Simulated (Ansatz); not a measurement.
## CdSe, response to strain

The reference is CdSe in the wurtzite structure (space group P6_3mc, No. 186; a = 4.383 Å, c = 7.154 Å).

Strains are applied to the cell and any free atomic positions relax.

All numbers come from Ansatz (an electronic-structure program), PBE, PAW, cutoff 420 eV, without spin-orbit coupling.

Notes on the quantities. energy relative to the base: free energy F.

| isotropic strain (%) | energy relative to the base (meV/atom) |
|---|---|
| -3 | 37.6 |
| -2.4 | 23.5 |
| -1.8 | ? |
| -1.2 | 5.6 |
| -0.6 | 1.4 |
| 0 | 0.0 |

### Question
Fit ΔE = Aε² + Bε³ (ε in %) to the rows shown and predict the withheld row.

### Answer
Least squares on the printed values gives A = 3.70 and B = -0.16 meV/atom (largest residual 0.0 meV/atom); this predicts 12.9 meV/atom, and the run gives 12.9 meV/atom, in agreement.

Stability against distortions was not tested.
